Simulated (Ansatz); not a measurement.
# WC, response to strain

The parent structure is WC (space group P-6m2, No. 187; a = 2.884 Å, c = 2.812 Å; relaxed with 0.1 eV smearing).

Strains are applied to the cell and any free atomic positions relax.

Method: plane-wave PAW DFT at the LDA level (Ansatz, a quantum-chemistry and plane-wave program, 420 eV), without spin-orbit coupling.

Notes on the quantities. pressure: mean of the normal stresses, compression positive; energy relative to the base: free energy F.

```json
[
 {"change": "base", "pressure": "0.0 GPa", "volume per atom": "10.13 Å³", "energy relative to the base": "0 meV/atom"},
 {"change": "isotropic strain −3.00 %", "pressure": "47.0 GPa", "volume per atom": "9.24 Å³", "energy relative to the base": "+120 meV/atom"},
 {"change": "isotropic strain −2.50 %", "pressure": "37.8 GPa", "volume per atom": "9.39 Å³", "energy relative to the base": "+82 meV/atom"},
 {"change": "isotropic strain −2.00 %", "pressure": "29.2 GPa", "volume per atom": "9.53 Å³", "energy relative to the base": "+52 meV/atom"},
 {"change": "isotropic strain −1.00 %", "pressure": "?", "volume per atom": "9.83 Å³", "energy relative to the base": "+12 meV/atom"},
 {"change": "isotropic strain −0.50 %", "pressure": "6.6 GPa", "volume per atom": "9.98 Å³", "energy relative to the base": "+3.1 meV/atom"},
 {"change": "isotropic strain +0.50 %", "pressure": "-6.2 GPa", "volume per atom": "10.28 Å³", "energy relative to the base": "+3.0 meV/atom"},
 {"change": "isotropic strain +1.00 %", "pressure": "-11.9 GPa", "volume per atom": "10.43 Å³", "energy relative to the base": "+12 meV/atom"},
 {"change": "isotropic strain +1.50 %", "pressure": "-17.3 GPa", "volume per atom": "10.59 Å³", "energy relative to the base": "+26 meV/atom"},
 {"change": "isotropic strain +2.00 %", "pressure": "-22.3 GPa", "volume per atom": "10.75 Å³", "energy relative to the base": "+45 meV/atom"}
]
```

Problem. Some entries are withheld; estimate them.

Solution. 
- isotropic strain −1.00 %, pressure: 13.7 GPa

Whether these cells are dynamically stable was not tested. All final runs are without spin polarisation.
